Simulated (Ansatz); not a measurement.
Defect: interstitial O in monoclinic ZrO2, charge state -2. The step: a concerted move, in which O travels most; the atom moves 1.12 Å along (-0.09, -0.14, -0.14) of the unit cell; the moving atom starts with neighbours O at 2.37, O at 2.42, O at 2.62, O at 2.65, 2 O at 2.67; Zr at 2.09, Zr at 2.15, Zr at 2.17 Å and ends with O at 2.37, O at 2.41, O at 2.54, O at 2.62, O at 2.64; Zr at 2.08, Zr at 2.14, Zr at 2.19 Å. A PBE band in Ansatz (plane-wave PAW, the Γ point alone, 96 host sites, 27 SCF runs with any check of the saddle's order, static, no finite-size correction) gives a forward barrier of 0.22 eV. The saddle point's order was not checked. The charge state is imposed; whether it is stable for some Fermi level was not computed. Sites that were not tried may lie lower.

Single points at the band's start and saddle point can refine it. Rough cost of one point, in units of the band's mean SCF on the same machine:

```csv
Level,Cost of one point
"PBE, a 2×2×2 k-point mesh shifted by half a step",about 9
"r2SCAN at 500 eV, the Γ point alone",about 3
```

Which of these move the barrier by more than 0.1 eV, and how far does each move it?

Not one does. PBE, a 2×2×2 k-point mesh shifted by half a step: 0.00 eV; r2SCAN at 500 eV, the Γ point alone: +0.01 eV. Each functional is compared with PBE at the same k-points.

Ansatz is a first-principles code.
